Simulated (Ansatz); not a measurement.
A self-consistent single point of PbBrF (P4mm, 6 atoms in the cell) with Ansatz (a quantum-chemistry and plane-wave program).

Method of the run: PBEsol, default PAW files made with PBE (plane waves; Ansatz).

```
CELL_PARAMETERS angstrom
      4.19761     0.00000     0.00000
      0.00000     4.19761     0.00000
      0.00000     0.00000     7.68533
ATOMIC_POSITIONS crystal
  Pb 0.00000 0.50000 0.81591
  Pb 0.50000 0.00000 0.19060
  Br 0.50000 0.00000 0.65273
  Br 0.00000 0.50000 0.34727
  F  0.50000 0.50000 0.00000
  F  0.00000 0.00000 0.00000
```

Reference input (self-consistent single point, DFT, PBEsol, plane waves, default PAW files made with PBE): basis.ecutwfc = 420 eV; kpoints.mp_grid.grid = 5 5 3; hamiltonian.xc = pbesol; hamiltonian.pseudopotentials = {kind: paw} (the program's default PAW files); scf.occupations.method = fermi_dirac; scf.occupations.width = 0.05 eV. This run's input differs from it in these lines:

Ansatz 0.2 input:
```diff
@@ -13,3 +13,3 @@
 basis:
-  ecutwfc: 420.0 eV
+  ecutwfc: 210.0 eV
 kpoints:
```

Output (repeated stretches shortened):

```
SCF iter   1: F=—  HF=-30565.576640 eV  |F-HF|=—  |Δ(HF+E_count)|=         —  Δρ=1.15e-1  dr2=7.33e0  ethr=1.77e-3  ⟨swp⟩=7.3  Hψ=1802  notcnv=0
all-band conjugate gradients solve this SCF's bands
preconditioner: auto → Resta (q_TF=auto, 2.355 Å⁻¹)
SCF iter   2: F=—  HF=-30563.502725 eV  |F-HF|=—  |Δ(HF+E_count)|=    2.07e0  Δρ=4.56e-2  dr2=1.05e0  ethr=1.77e-3  ⟨swp⟩=2.0  Hψ=894  notcnv=0  defer=17
   [... lines left out ...]
SCF iter   5: F=—  HF=-30563.196978 eV  |F-HF|=—  |Δ(HF+E_count)|=   9.56e-5  Δρ=1.46e-4  dr2=2.85e-5  ethr=1.49e-6  ⟨swp⟩=2.0  Hψ=723  notcnv=0  defer=18
SCF iter   6: F=—  HF=-30563.191428 eV  |F-HF|=—  |Δ(HF+E_count)|=   5.55e-3  Δρ=3.27e-5  dr2=2.29e-6  ethr=5.08e-8  ⟨swp⟩=2.1  Hψ=693  notcnv=0  defer=18
SCF iter   7: F=—  HF=-30563.191429 eV  |F-HF|=—  |Δ(HF+E_count)|=   5.71e-7  Δρ=7.81e-6  dr2=1.02e-7  ethr=4.09e-9  ⟨swp⟩=2.0  Hψ=695  notcnv=0  defer=18
SCF iter   8: F=-30563.191429 eV  HF=-30563.191429 eV  |F-HF|=3.46e-9  |Δ(HF+E_count)|=   5.93e-8  Δρ=1.67e-6  dr2=5.43e-9  ethr=1.79e-10  ⟨swp⟩=9.8  Hψ=1749  notcnv=0
SCF 1 converged in 8 iterations: F = -30563.191429 eV  dr2 = 5.43e-9
Free energy (F): -30563.191429 eV
Internal energy: -30563.191429 eV  (E = F + TS)
E sigma→0 (E₀):  -30563.191429 eV
Fermi energy:    6.961079 eV
--- Forces (eV/Å), atoms counted from 1 ---
  atom   1  Pb     0.00000000     0.00000000     0.43325332
  atom   2  Pb    -0.00000000     0.00000000    -0.39327531
  atom   3  Br     0.00000000     0.00000000     0.09770942
  atom   4  Br    -0.00000000     0.00000000    -0.11432305
  atom   5  F     -0.00000000     0.00000000    -0.01168310
  atom   6  F      0.00000000     0.00000000    -0.01168310
--- Stress (GPa, compression-positive) ---
       -4.311073       0.000000       0.000000
        0.000000      -4.311073       0.000000
        0.000000       0.000000      -3.876996
  P = ⅓ Tr σ = -4.1664 GPa (-41.664 kbar)
  The stress holds the Pulay correction. Without it, at fixed plane waves, as pw.x and ABINIT print it: P = -124.9479 GPa
```

The run converged in 8 iterations. Against the reference run the free energy goes up by 4.13 eV/atom, the pressure goes from -1.52 to -4.17 GPa, the largest force goes from 0.193 to 0.433 eV/Å and the gap on the mesh goes from 2.677 to 2.771 eV.

The starting cell comes from a database of computed structures (which also holds hypothetical and non-ambient phases and stackings), without a prior relaxation at this level. Its lattice was rescaled by up to half a per cent. One atom was moved a little off its site on purpose. Spin-orbit coupling is off. Ansatz's pressure includes its estimate of the finite-basis (Pulay) stress. Without the estimate this run gives -124.95 GPa. The cutoff lies below the one recommended for these files.
